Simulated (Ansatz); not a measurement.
Take HfO₂ in the fluorite structure (space group Fm-3m, No. 225; a = 5.0438 Å) as the base. Axes: x, y, z lie along the cube axes.

Method: PBEsol (Ansatz, an electronic-structure program; PAW; 420 eV plane waves; without spin-orbit coupling).

One thing is altered: the cell is scaled by 0.9750 in all directions, atoms relaxed at fixed cell.

Question: Predict the stress tensor and what it implies for the stiffness.

Answer: Stress of the strained cell less that of the base (GPa, compression positive):
```
  23.57    0.00    0.00
   0.00   23.57    0.00
   0.00    0.00   23.57
```

Then B = −ΔP/(ΔV/V₀) with ΔV/V₀ = -0.0731 gives secant stiffness values (nonlinear terms included at this strain): B ≈ 322 GPa.

As a check, the harmonic strain energy −½ V₀ Δσ:ε is 59 meV/atom; the computed energy rise is 54 meV/atom.

Stability against distortions was not tested. This is not the structure that HfO2 has at room temperature and ambient pressure.
